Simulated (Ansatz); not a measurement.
Base system: Si in the diamond structure (space group Fd-3m, No. 227; a = 5.4021 Å).

Calculations: LDA (Ansatz, a quantum-chemistry and plane-wave program), without spin-orbit coupling.

Before the change:

| Item | Result |
|---|---|
| Width of the top valence band | 3.94 eV |
| Valley order | a point along ⟨100⟩, about 1.0 Å⁻¹ from Γ 0.45 eV; L along ⟨111⟩ 1.48 eV |
| Hole mass | 0.17, 0.26, 0.26 mₑ (at Γ) |

One thing is altered: every lattice vector is stretched by 1.00 %, atoms relaxed at fixed cell.

Task: What happens to the width of the top valence band, mean gap deformation potential ΔEg/Δln V, valley order and hole mass?

Result: The width of the top valence band shrinks by 0.126 eV, from 3.94 eV to 3.82 eV; the mean gap deformation potential ΔEg/Δln V amounts to +1.7 eV; the valley order (the lowest conduction-band minima on the path, energy above the VBM, named in the base's zone) becomes a point along ⟨100⟩, about 1.0 Å⁻¹ from Γ 0.50 eV; L along ⟨111⟩ 1.37 eV (base: a point along ⟨100⟩, about 1.0 Å⁻¹ from Γ 0.45 eV; L along ⟨111⟩ 1.48 eV); the hole mass (degenerate bands, along [100]) changes from 0.17, 0.26, 0.26 mₑ (at Γ) to 0.16, 0.27, 0.27 mₑ (at Γ).

The cells carry an imposed strain or load. Masses are band curvatures over ±0.01 Å⁻¹ around the edge. No phonon test of stability was made.
